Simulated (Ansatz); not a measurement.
# A computed series for ZnS: response to strain

Base system: ZnS in the zinc blende structure (space group F-43m, No. 216; a = 5.3566 Å). Axes: x, y, z lie along the cube axes.

Strains are applied to the cell and any free atomic positions relax.

The values are results of Kohn–Sham DFT with the PBEsol functional, run in Ansatz (a quantum-chemistry and plane-wave program) with PAW and 420 eV plane waves, no spin-orbit coupling, not measurements.

```
uniaxial strain ε_zz (%)  band gap (eV)
------------------------  -------------
0                                  2.09
0.5                                2.06
1                                  2.03
1.5                                   ?
2                                  1.97
2.5                                1.95
3                                  1.92
```

Problem. Fit E_g = E₀ + Dε (ε in %) to the rows shown and predict the withheld row.

Solution. Least squares on the printed values gives E₀ = 2.09 eV, D = -56.4 meV per % of strain (largest residual 0.01 eV); this predicts 2.00 eV, and the run gives 2.00 eV, in agreement.

Whether these cells are dynamically stable was not tested.
